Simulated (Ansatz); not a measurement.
Results of r²SCAN (Ansatz, an electronic-structure program, PAW) for YSi (Cmcm, No. 63; cell taken from a computed entry).

Numerical settings: plane-wave cutoff 560 eV, 14×14×14 k mesh, Fermi–Dirac smearing 0.05 eV, scalar-relativistic PAW data made under PBE.

Cell (relaxed at this level):

Space group Cmcm (No. 63); a = 4.2866 Å, b = 10.5612 Å, c = 3.8404 Å, α = β = γ = 90.00°

```
atom  site  symmetry       x       y       z
----  ----  --------  ------  ------  ------
Y       4c       m2m  0.0000  0.1404  0.2500
Si      4c       m2m  0.0000  0.4244  0.2500
```
(The calculation used a cell of 4 atoms; values per cell refer to that cell.)

Problem. Give the computed bulk modulus B0.

Solution. 
- bulk modulus B0: 93.1 GPa

The run finds no gap.

Note: the bulk modulus is −V dP/dV from two relaxed cells at ±2 % in volume; the relaxation could not lower the start's symmetry, so the cell can be a saddle point above a distorted one.

Static lattice: no zero-point or thermal effects.

It cost around 5 core-minutes (rough) of CPU time.
